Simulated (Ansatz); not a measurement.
# A self-consistent single point of Mg6GaNi (Amm2, 8 atoms in the cell) with Ansatz

Computed with LDA (PW92), default PAW files made with PBE (plane waves; Ansatz, a first-principles code).

Input as run:

Ansatz 0.2 input:
```yaml
crystal:
  lattice:
    - [4.835138, 0.000000, 0.000000]
    - [0.000000, 3.121129, 5.226481]
    - [0.000000, -3.121129, 5.226481]
  atoms:
    - { symbol: Mg, position: [0.000000, 0.349150, 0.834730] }
    - { symbol: Mg, position: [0.000000, 0.834730, 0.349150] }
    - { symbol: Mg, position: [0.000000, 0.337610, 0.337610] }
    - { symbol: Mg, position: [0.500000, 0.140870, 0.670810] }
    - { symbol: Mg, position: [0.500000, 0.670810, 0.140870] }
    - { symbol: Mg, position: [0.500000, 0.164300, 0.164300] }
    - { symbol: Ga, position: [0.500000, 0.668800, 0.668800] }
    - { symbol: Ni, position: [0.000000, 0.833740, 0.833740] }
basis:
  ecutwfc: 420.0
kpoints:
  mp_grid: { grid: [5, 5, 5] }
hamiltonian:
  xc: lda
  pseudopotentials: { kind: paw }
scf:
  occupations: { method: fermi_dirac, width: 0.05 }
output:
  forces: true
  eigenvalues: true
  stress: true
```

Output, abridged:

```
WARN ansatz: RAYON_NUM_THREADS=1 ignored (pool sized by the plan → 1); use --threads N
Pseudopotentials: kind: paw
Pseudopotential: Mg, paw, valence charge 10
Pseudopotential: Ga, paw, valence charge 13
Pseudopotential: Ni, paw, valence charge 18
Crystal: 8 atoms, lattice volume = 157.747 Å³
Basis set: ecut = 420 eV, 3063 PW (Γ)
Bands: 55, of which v1, the nominal top of the filled ones, is band 46 counted from 1 (45 counted from 0)
Symmetry: 4 space group operations
Space group: Amm2 (ITA 38), of the structure as read, at distance tolerance 5.4e-5 Å
k-points: 27 of 125 (time reversal used)
PAW frozen core: Mg, regenerated for the run's functional, and the local potential with it
PAW frozen core: Ga, regenerated for the run's functional, and the local potential with it
PAW frozen core: Ni, regenerated for the run's functional, and the local potential with it
Initial density: superposition of atomic densities (neutral atoms: chi_scale 0, normalization atom), corrected by the library's trained network
Initial wavefunctions: pseudopotential atomic-orbital guess
Eigensolver: davidson
Functional: x = slater, c = lda
SCF iter   1: F=—  HF=-20889.881155 eV  |F-HF|=—  |Δ(HF+E_count)|=         —  Δρ=8.10e-3  dr2=7.05e-2  ethr=1.77e-3  ⟨swp⟩=8.0  Hψ=5873  notcnv=0  defer=11
all-band conjugate gradients solve this SCF's bands
preconditioner: auto → Kerker (q_TF=auto, 2.489 Å⁻¹)
SCF iter   2: F=—  HF=-20889.848654 eV  |F-HF|=—  |Δ(HF+E_count)|=   3.25e-2  Δρ=3.23e-3  dr2=2.35e-2  ethr=7.75e-5  ⟨swp⟩=2.4  Hψ=2877  notcnv=0  defer=56
SCF iter   3: F=—  HF=-20889.843265 eV  |F-HF|=—  |Δ(HF+E_count)|=   5.39e-3  Δρ=9.05e-4  dr2=4.19e-3  ethr=2.58e-5  ⟨swp⟩=2.7  Hψ=2437  notcnv=0  defer=56
SCF iter   4: F=—  HF=-20889.842426 eV  |F-HF|=—  |Δ(HF+E_count)|=   8.39e-4  Δρ=2.57e-4  dr2=1.34e-4  ethr=4.60e-6  ⟨swp⟩=2.0  Hψ=1724  notcnv=0  defer=56
SCF iter   5: F=—  HF=-20889.842399 eV  |F-HF|=—  |Δ(HF+E_count)|=   2.71e-5  Δρ=1.03e-4  dr2=1.84e-5  ethr=1.47e-7  ⟨swp⟩=2.0  Hψ=2042  notcnv=0  defer=56
SCF iter   6: F=—  HF=-20889.842438 eV  |F-HF|=—  |Δ(HF+E_count)|=   3.91e-5  Δρ=3.10e-5  dr2=2.90e-6  ethr=2.02e-8  ⟨swp⟩=2.0  Hψ=1928  notcnv=0  defer=56
SCF iter   7: F=—  HF=-20889.842438 eV  |F-HF|=—  |Δ(HF+E_count)|=   7.02e-7  Δρ=1.34e-5  dr2=4.55e-7  ethr=3.18e-9  ⟨swp⟩=2.0  Hψ=2041  notcnv=0  defer=56
SCF iter   8: F=-20889.842438 eV  HF=-20889.842438 eV  |F-HF|=5.49e-8  |Δ(HF+E_count)|=   1.42e-7  Δρ=6.28e-6  dr2=6.37e-8  ethr=1.10e-10  ⟨swp⟩=9.3  Hψ=6724  notcnv=0
SCF 1 converged in 8 iterations: F = -20889.842438 eV  dr2 = 6.37e-8
SCF converged after 8 iterations
Free energy (F): -20889.842438 eV
Harris-Foulkes:  -20889.842438 eV  (|F-HF|=5.49e-8)
Internal energy: -20889.823764 eV  (E = F + TS)
E sigma→0 (E₀):  -20889.833101 eV
Entropy (-TS):   -0.018673 eV (-2.334 meV/atom)
Fermi energy:    7.120042 eV
--- Per-component energies (eV) ---
  E_band       = -2576.982706
  E_kinetic    = 852.084788
  E_local      = -16160.973190  (includes V_loc(G=0)·N_el)
  E_nonlocal   = 1648.901387
  E_hartree    = 6294.710805
  E_xc         = -322.186322
  E_vxc        = -387.368968  (∫ρ·V_xc dr)
  E_paw        = -5107.230830  (= ΣΔE_a)
  E_vpaw       = -1119.066838  (= ΣTr[D̂ρ^β])
  E_aug_tail   = 0.000330  (compensation charges beyond the density's cutoff)
  E_ewald      = -8098.196210
  E_core_change = 3.065476  (= ΣΔE_core)
  E_smearing   = -0.018673  (= −TS)
  E_closure    = -0.000000  (closes the sum)
  Σ components = -20889.842438   (vs F -20889.842438, Δ=0.00e0)
--- Forces (eV/Å), atoms counted from 1 ---
  atom   1  Mg     0.00000000     0.05401891     0.05175993
  atom   2  Mg     0.00000000    -0.05401891     0.05175993
  atom   3  Mg    -0.00000000    -0.00000000     0.00841615
  atom   4  Mg     0.00000000    -0.14672826    -0.05918662
  atom   5  Mg    -0.00000000     0.14672826    -0.05918662
  atom   6  Mg     0.00000000     0.00000000    -0.01061070
  atom   7  Ga     0.00000000     0.00000000     0.10919239
  atom   8  Ni    -0.00000000    -0.00000000    -0.09215587
  max |Σ_I F_I| component: 1.14e-5 eV/Å
--- Stress (GPa, compression-positive) ---
       -3.394266       0.000000      -0.000000
        0.000000      -5.724966       0.000000
       -0.000000       0.000000      -4.285343
  P = ⅓ Tr σ = -4.4682 GPa (-44.682 kbar)
  The stress holds the Pulay correction. Without it, at fixed plane waves, as pw.x and ABINIT print it: P = -4.4795 GPa
--- Band table (eV; the first three rows and the last of 27) ---
  k-point 0: bands = ["-94.5379", "-68.1146", "-68.1117", "-68.1108", "-68.0591", "-68.0571", "-67.9612", "-55.4028", "-55.3664", "-55.3648", "-35.5655", "-35.5619", "-35.5521", "-35.5492", "-35.5455", "-35.5374", "-35.5338", "-35.5187", "-35.5110", [...]
  k-point 1: bands = ["-94.5379", "-68.1144", "-68.1121", "-68.1106", "-68.0590", "-68.0572", "-67.9612", "-55.4028", "-55.3665", "-55.3648", "-35.5652", "-35.5603", "-35.5526", "-35.5492", "-35.5440", "-35.5379", "-35.5336", "-35.5182", "-35.5119", [...]
  k-point 2: bands = ["-94.5379", "-68.1140", "-68.1126", "-68.1104", "-68.0588", "-68.0574", "-67.9612", "-55.4028", "-55.3665", "-55.3648", "-35.5645", "-35.5573", "-35.5534", "-35.5492", "-35.5425", "-35.5381", "-35.5335", "-35.5171", "-35.5136", [...]
  k-point 26: bands = ["-94.5379", "-68.1133", "-68.1121", "-68.1116", "-68.0590", "-68.0572", "-67.9613", "-55.4028", "-55.3665", "-55.3648", "-35.5654", "-35.5594", "-35.5559", "-35.5463", "-35.5374", "-35.5353", "-35.5343", "-35.5185", [...]
```

The run converged in 8 iterations.

The starting cell comes from a database of computed structures (which also holds hypothetical and non-ambient phases and stackings), without a prior relaxation at this level. Its lattice was rescaled by a random factor within 2.5 % of one. Spin polarisation is off. With a pressure of about -4 GPa the cell is away from its equilibrium volume at this level. Ansatz's pressure includes its estimate of the finite-basis (Pulay) stress.
